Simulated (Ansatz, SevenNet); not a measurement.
For NbP (I4₁md, No. 109, 4 atoms in the cell; start mp-9339), the machine-learned potential SevenNet-l3i5 (trained on PBE and PBE+U data) gives:

- lattice parameter a = 3.354 Å
- c axis length = 11.467 Å

### Question
What does PBEsol (PAW; Ansatz, a program for electronic structure) give for the same quantities?

### Answer

- lattice constant a: 3.320 Å (decreases by 1.0 %)
- lattice parameter c: 11.289 Å (drops by 1.6 %)

Changes are worked out from the printed values.

Unless a cell is named, each level is at its own relaxed cell (SevenNet-l3i5 16.13, PBEsol 15.56 Å³/atom).

Caveats: the relaxation could not lower the start's symmetry, so the cell can be a saddle point above a distorted one (SevenNet-l3i5, PBEsol). Ansatz's density-functional and Hartree–Fock values are scalar-relativistic unless marked +SOC, with PAW data made under PBE.

A start named mp-… is a Materials Project structure, which need not be a measured phase.
